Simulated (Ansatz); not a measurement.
## Short convergence ladders for the (001) slab of Al2Ru (cut from a parent of space group no. 70; 12 atoms in the cell)

```
Al2Ru
1.0
    4.65489     0.00000     0.00000
   -6.90817     4.07317     0.00000
    0.00000     0.00000    20.62030
Al Ru
8 4
Direct
  0.50000   0.32906   0.33947
  0.50000   0.67094   0.33947
  0.00000   0.17094   0.66053
  0.00000   0.82906   0.66053
  0.50000   0.82906   0.55351
  0.50000   0.17094   0.55351
  0.00000   0.67094   0.44649
  0.00000   0.32906   0.44649
  0.50000   0.00000   0.33947
  0.00000   0.50000   0.66053
  0.50000   0.50000   0.55351
  0.00000   0.00000   0.44649
```

Base method: LDA (PW92), default PAW files made with PBE (plane waves; Ansatz, a program for electronic structure).

Base settings: basis.ecutwfc = 420 eV; kpoints.mp_grid.grid = 6 3 1; hamiltonian.xc = lda; hamiltonian.pseudopotentials = {kind: paw} (the program's default PAW files); scf.occupations.method = fermi_dirac; scf.occupations.width = 0.1 eV.

The count of work is k-points × plane waves × bands × iterations; it is no time. 

**The vacuum**

The mesh stays at the base's, so the ladder's end is converged at best in this setting alone.

Only quantities that move along the ladder and can be compared are tabulated.

```tsv
vacuum between outermost atoms (Å)	free energy less the last step's (meV/atom)	largest difference of a force vector from the last step's (eV/Å)	count of work / last
3.0	-214.73	1.995	0.20
4.0	-46.90	0.440	0.26
5.0	-8.41	0.081	0.28
6.0	-0.80	0.021	0.35
7.0	0.13	0.005	0.37
8.0	0.11	0.002	0.40
10.0	0.02	0.000	0.45
12.0	0.01	0.000	0.51
14.0	0.01	0.000	0.56
17.0	0.00	0.000	0.65
20.0	0.00	0.000	0.73
25.0	0.00	0.000	0.86
30.0	0.00	0.000	1.0
```

Smallest vacuum between outermost atoms (Å) that holds the free energy within 1 meV/atom of the last step, with all finer ones: 6.0, at 0.35 of the last step's count of work; the step before is off by 8.4 meV/atom.

Smallest vacuum between outermost atoms (Å) that holds the forces within 0.01 eV/Å of the last step, with all finer ones: 7.0, at 0.37 of the last step's count of work; the step before is off by 0.021 eV/Å.

**The plane-wave cutoff**

The mesh stays at the base's, so the ladder's end is converged at best in this setting alone.

Only quantities that move along the ladder and can be compared are tabulated.

```tsv
basis.ecutwfc	free energy less the last step's (meV/atom)	largest difference of a force vector from the last step's (eV/Å)	count of work / last
210 eV	2417.07	0.638	0.14
250 eV	620.64	0.048	0.16
295 eV	111.70	0.069	0.21
355 eV	8.07	0.004	0.28
420 eV	0.84	0.000	0.35
505 eV	0.39	0.000	0.47
630 eV	0.12	0.000	0.66
840 eV	0.00	0.000	1.0
```

Coarsest basis.ecutwfc that holds the free energy within 0.5 meV/atom of the last step, with all finer ones: 505 eV; the step before is off by 0.84 meV/atom.

Coarsest basis.ecutwfc that holds the forces within 0.005 eV/Å of the last step, with all finer ones: 355 eV, at 0.28 of the last step's count of work; the step before is off by 0.069 eV/Å.

On the base run: the starting cell comes from a database of computed structures (which also holds hypothetical and non-ambient phases and stackings), without a prior relaxation at this level. The slab is cut from that crystal, and its faces are unrelaxed. Its lattice was rescaled by up to half a per cent. Spin polarisation is off. In the base run, forces exceed 1 eV/Å. Without a gap this mesh is coarse (it stands for a supercell whose shortest in-plane vector is 14 Å).

Keys are those of Ansatz 0.2.
